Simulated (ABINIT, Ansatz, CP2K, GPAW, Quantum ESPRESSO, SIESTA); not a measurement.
# One structure in several programs: VCu3O4 (I-42m, 8 atoms in the cell)

Self-consistent single point, at a second geometry (lattice scaled by 0.98). First geometry:

```
CELL_PARAMETERS angstrom
     -2.31236     2.31236     4.55176
      2.31236    -2.31236     4.55176
      2.31236     2.31236    -4.55176
ATOMIC_POSITIONS crystal
  V  0.00000 0.00000 0.00000
  Cu 0.25000 0.75000 0.50000
  Cu 0.75000 0.25000 0.50000
  Cu 0.50000 0.50000 0.00000
  O  0.11159 0.65947 0.00000
  O  0.34053 0.34053 0.45212
  O  0.65947 0.11159 0.00000
  O  0.88841 0.88841 0.54788
```

Shared settings, as Ansatz (a first-principles code) writes them: kpoints.mp_grid.grid = 5 5 5; scf.occupations.method = gaussian; scf.occupations.width = 0.136 eV. Potentials and cutoffs stand in the table.

```tsv
code	model	ΔF from the first geometry (meV/atom)	pressure (GPa)	largest force (eV/Å)	cutoff
GPAW	LDA (Perdew-Wang 92), GPAW PAW datasets LDA (gpaw-data 1.0.1)	-54.6	–	0.464	900 eV
CP2K	LDA (Pade form), GPW, DZVP-MOLOPT-SR-GTH basis, GTH-PADE potentials (GTH_POTENTIALS)	-49.1	-6.72	0.261	grid 600 Ry
Ansatz	LDA (PW92), PAW files made with PBE	-57.2	-9.29	0.231	420 eV
ABINIT	LDA (PW92), PAW (JTH v2.0 LDA PAW)	-54.3	-8.66	0.115	60 Ry
Quantum ESPRESSO	LDA (PZ), GBRV 1.5 ultrasoft (LDA) pseudopotentials	-53.0	-8.48	0.183	50 Ry
SIESTA	LDA PW92, numerical atomic orbitals DZP, PseudoDojo LDA standard norm-conserving potentials (rewritten from UPF to PSML)	-60.6	-8.98	0.118	grid 350 Ry
```

A dash marks a value that a program does not give, or that is left out as unsure.

On Ansatz's run: spin polarisation is off, so a magnetic state, if there is one, cannot be reached.

The spread over the programs that give each value: ΔF from the first geometry within 11.5 meV/atom; pressure within 2.57 GPa; largest force within 0.349 eV/Å.

CP2K and SIESTA use small atom-centred bases, whose incompleteness enters pressures, forces and empty levels differently from a plane-wave cutoff. Ansatz's pressure is given at a fixed set of plane waves, as the other plane-wave codes print theirs; with its correction for the finite basis it is -8.72 GPa (the shift of 0.57 GPa shows how far the cutoff is from converged). The pressure of GPAW is left out: its cutoff lies under the one at which its stress was checked. The same LDA comes in different parametrisations, which differ slightly. In the pressure, CP2K (by 1.94) lies more than 1 GPa from the median of the plane-wave programs.

The starting cell comes from a database of computed structures (which also holds hypothetical and non-ambient phases and stackings), without a prior relaxation at this level. Its lattice was rescaled by a random factor within 2.5 % of one. For this run, on top of that: lattice scaled by 0.98.

Keys are those of Ansatz 0.2.
